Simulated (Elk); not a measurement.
Elk is run on CdI₂ (P-3m1, 3 atoms in the cell), and the run fails. The aim is a self-consistent single point with DFT, PBE, all-electron FP-LAPW, Elk's shipped species files, APW+lo basis with extra local orbitals.

Cell that was meant: a = 4.2910 Å, b = 4.2910 Å, c = 7.3036 Å, α = 90.00°, β = 90.00°, γ = 120.00°.

Part of the input:

```
  0.0001

maxscl
  6

scale
  8.10883406
```

Log, with long lists cut:

```
│ Self-consistent loop started │
│ Loop number : 1 │
 total energy                :     -19846.6244526
│ Loop number : 2 │
 total energy                :     -19846.6351019
RMS change in Kohn-Sham potential (target) :   0.9472594699E-01 (  0.1000000000E-05)
Absolute change in total energy (target)   :   0.1064935318E-01 (  0.1000000000E-03)
│ Loop number : 3 │
 total energy                :     -19846.3801212
RMS change in Kohn-Sham potential (target) :   0.9290198787E-01 (  0.1000000000E-05)
Absolute change in total energy (target)   :   0.2523184461     (  0.1000000000E-03)
│ Loop number : 4 │
 total energy                :     -19840.0496928
RMS change in Kohn-Sham potential (target) :   0.4317181054E-01 (  0.1000000000E-05)
Absolute change in total energy (target)   :    6.393507975     (  0.1000000000E-03)
│ Loop number : 5 │
 total energy                :     -19836.1436357
RMS change in Kohn-Sham potential (target) :   0.1492252891E-01 (  0.1000000000E-05)
Absolute change in total energy (target)   :    5.504434065     (  0.1000000000E-03)
│ Loop number : 6 │
Reached self-consistent loops maximum

Energies :
 Fermi                       :     0.684768952928E-01
 total energy                :     -19834.8139398

Density of states at Fermi energy :   0.8876207902E-05
 (states/Hartree/unit cell)

Estimated indirect band gap :   0.9047758062E-01
 from k-point      4 to k-point      1
   [... lines left out ...]
Estimated direct band gap   :   0.9297466268E-01
   [... lines left out ...]
   IBS                       :     0.00000000    0.00000000   -0.00000000
   total force               :     0.00000000   -0.00000000   -0.00000000
   total magnitude           :     0.00000000
 species :    2 (I)
  atom :    1
   Hellmann-Feynman          :     0.00000000   -0.00000000    0.15756993
   IBS                       :    -0.00000000    0.00000000   -0.10670792
   total force               :     0.00000000    0.00000000    0.05086201
   total magnitude           :     0.05086201
  atom :    2
   Hellmann-Feynman          :    -0.00000000   -0.00000000   -0.15756993
   IBS                       :     0.00000000    0.00000000    0.10670792
   total force               :    -0.00000000   -0.00000000   -0.05086201
   total magnitude           :     0.05086201
```

Q: Diagnose the run.

A: The fault is an iteration limit that is too low. The loop is cut before its threshold is met, so whatever is printed at the end is not self-consistent. To fix it, raise the limit, or leave it to the default. The run ended unconverged after 6 iterations.

The sound input it was made from differs as follows (other fixes are possible):
```diff
-  6
+  100
```

With that input, the run converged in 15 iterations: total energy -539718.5775 eV; pressure from finite strains at a fixed basis (rough; not comparable with other codes) 0.40 GPa; top of the valence band (on the code's own zero) 1.99 eV; gap on the k-point mesh 2.45 eV; largest force (vector length) 0.024 eV/Å (DFT, PBE, all-electron FP-LAPW, Elk's shipped species files, APW+lo basis with extra local orbitals).

On the sound input: the starting cell comes from a database of computed structures (which also holds hypothetical and non-ambient phases and stackings), without a prior relaxation at this level. Spin-orbit coupling is off. Values depend on the basis (sphere radii, cutoffs, local orbitals), which need not be converged.
